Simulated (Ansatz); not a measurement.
**MoGe₂ (Pnma, No. 62, 12 atoms in the cell; start mp-13688)**

Calculation: r²SCAN-D4 (PAW; Ansatz, a first-principles code).

Run with plane-wave cutoff 500 eV, 6×12×6 k mesh (along the axes of the cell as run), Fermi–Dirac smearing 0.05 eV, no spin polarisation, scalar-relativistic PAW data made under PBE.

Cell (relaxed at this level):

```xyz
12
Lattice="6.3316 0.0000 0.0000 0.0000 3.4492 0.0000 0.0000 0.0000 8.5550" Properties=species:S:1:pos:R:3 pbc="T T T"
Ge     5.9302     0.8623     3.1547
Ge     0.4014     2.5869     5.4004
Ge     3.5672     2.5869     7.4322
Ge     2.7644     0.8623     1.1229
Ge     4.0218     2.5869     3.9320
Ge     2.3097     0.8623     4.6230
Ge     5.4755     0.8623     8.2096
Ge     0.8560     2.5869     0.3455
Mo     1.5842     0.8623     7.0914
Mo     4.7474     2.5869     1.4637
Mo     1.5816     2.5869     2.8138
Mo     4.7500     0.8623     5.7412
```

| Quantity | Result |
|---|---|
| band gap | zero (no gap) |

Note: the relaxation could not lower the start's symmetry, so the cell can be a saddle point above a distorted one.

Spin–orbit coupling is not included.

The computed numbers hold no vibrational or temperature effects.

Computing time: around 14 core-minutes (rough).

A start named mp-… is a Materials Project structure, which need not be a measured phase.
